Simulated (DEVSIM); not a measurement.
Structure: Pd/SiON/p-GaAs capacitor, at 300 K.

```tsv
layer (left to right)	material	thickness (nm)	Na (cm⁻³)
1	SiON	14.0	-
2	GaAs	1600	1.7e17
```

Metal gate on the left, work function 5.2 eV. Fixed charge at the semiconductor interface 1.9e10 cm⁻² (in units of +e); no interface traps.

Constants are typed, rounded textbook-type inputs, not results; the design itself was drawn at random and stands for no fabricated device. Values at 300 K.

```
parameter      SiON    GaAs
-------------  ----  ------
gap (eV)          7   1.424
affinity (eV)   1.4    4.07
permittivity    5.5    12.9
Nc (cm⁻³)         -  4.7e17
Nv (cm⁻³)         -    9e18
```

Model (solved in DEVSIM): 1D Poisson equation in equilibrium, Boltzmann statistics, complete ionisation; no quantum confinement or tunnelling. Metal contacts follow the ideal Schottky-Mott rule: no Fermi-level pinning, no interface dipoles.

The SiON thickness was swept, all else fixed.

```json
[
 {"SiON thickness (μm)": "0.0056", "minimum of the low-frequency capacitance (μF/cm²)": "0.106", "capacitance of the dielectric stack (μF/cm²)": "0.870"},
 {"SiON thickness (μm)": "0.0077", "minimum of the low-frequency capacitance (μF/cm²)": "0.0991", "capacitance of the dielectric stack (μF/cm²)": "0.632"},
 {"SiON thickness (μm)": "0.0098", "minimum of the low-frequency capacitance (μF/cm²)": "0.0976", "capacitance of the dielectric stack (μF/cm²)": "0.497"},
 {"SiON thickness (μm)": "0.012", "minimum of the low-frequency capacitance (μF/cm²)": "0.0915", "capacitance of the dielectric stack (μF/cm²)": "0.406"},
 {"SiON thickness (μm)": "0.014", "minimum of the low-frequency capacitance (μF/cm²)": "0.0892", "capacitance of the dielectric stack (μF/cm²)": "0.348"},
 {"SiON thickness (μm)": "0.017", "minimum of the low-frequency capacitance (μF/cm²)": "?", "capacitance of the dielectric stack (μF/cm²)": "0.286"}
]
```

Problem. What belongs in the gaps?

Solution. 
- 0.017, minimum of the low-frequency capacitance (μF/cm²): 0.0848
